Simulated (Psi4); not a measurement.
Psi4 1.11, PBE0/def2-svp: Hf(OMe)3(H) (C[O][HfH]([O]C)[O]C), 17 atoms. The geometry is a generated start, not checked to be a minimum at this level.

| Quantity | Value |
|---|---|
| task | energy |
| method | pbe0 |
| basis | def2-svp |
| memory | 3 GB |
| maxiter | 100 |
| keys of the molecule block | symmetry c1 |
| scf_type | df (default) |
| guess | auto, which took SAD (default) |
| scf_initial_accelerator | adiis (default) |
| e_convergence | 1e-06 (default) |
| d_convergence | 1e-06 (default) |
| dft_radial_points | 75 (default) |
| dft_spherical_points | 302 (default) |
| effective core potentials | those of the basis set, past Kr |
| basis functions | 166 |
| grid points | 362046 |

```xyz
17

Hf    -0.6638     0.3748     0.6042
O     -1.0758    -1.3672    -0.0067
C     -0.1071    -2.2835     0.3927
H      0.1946    -2.1158     1.4515
H     -0.5103    -3.3018     0.3213
H      0.7823    -2.2259    -0.2565
O     -1.8430     1.5286    -0.2956
C     -1.6543     1.4723    -1.6869
H     -1.6980     0.4246    -2.0404
H     -2.4499     2.0448    -2.1829
H     -0.6817     1.9174    -1.9619
O      1.0304     0.7080    -0.1775
C      2.1119     0.5915     0.6935
H      2.0923    -0.3714     1.2432
H      3.0471     0.6276     0.1173
H      2.1327     1.4233     1.4224
H     -0.7073     0.5528     2.3623
```

Charge 0 and multiplicity 1 are set for this test and not shown to be the ground state.

One run each on 2 threads. Values of diis_max_vecs tried: 3, 6, 10 (default), 20.

Problem. Predict the course of the SCF iterations along this series.

Solution. Fewest SCF iterations, within one of each other: 6 with 10, 10 (default) with 9, 20 with 9. The count rises to 14 at 3. All converge to one solution.

```tsv
diis_max_vecs	SCF iterations	end
3	14	same solution
6	10	same solution
10 (default)	9	same solution
20	9	same solution
```
